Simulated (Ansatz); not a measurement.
How a calculation on SrAl2Ge2 (P-3m1, 5 atoms in the cell) responds to its settings

Space group P-3m1 (No. 164); a = b = 4.2280 Å, c = 7.4707 Å, α = β = 90.00°, γ = 120.00°

```tsv
atom	site	symmetry	x	y	z
Sr	1a	-3m.	0.0000	0.0000	0.0000
Al	2d	3m.	0.6667	0.3333	0.3761
Ge	2d	3m.	0.3333	0.6667	0.2741
```

Base run A: PBEsol, default PAW files made with PBE in Ansatz (a quantum-chemistry and plane-wave program), self-consistent single point.

Its settings: kpoints.mp_grid.grid = 6 6 3; hamiltonian.xc = pbesol; hamiltonian.pseudopotentials = {kind: paw} (the program's default PAW files); scf.occupations.method = cold; scf.occupations.width = 0.272 eV.

The starting cell comes from a database of computed structures (which also holds hypothetical and non-ambient phases and stackings), without a prior relaxation at this level. Ansatz's pressure includes its estimate of the finite-basis (Pulay) stress.

```csv
run,change,pressure (GPa),largest force (eV/Å)
A,base,-0.88,0.143
B,hamiltonian.xc: pbesol → lda [LDA (PW92)],-2.67,0.077
C,hamiltonian.xc: pbesol → blyp [BLYP],3.67,0.163
D,hamiltonian.xc: pbesol → r2scan [r2SCAN],-0.05,0.025
```

Run D against A: The pressure goes from -0.88 to -0.05 GPa and the largest force goes from 0.143 to 0.025 eV/Å.

Run C against A: The pressure goes from -0.88 to 3.67 GPa and the largest force goes from 0.143 to 0.163 eV/Å.

Left out of this page: 2 runs of the series held back from this collection.

Keys are those of Ansatz 0.2.
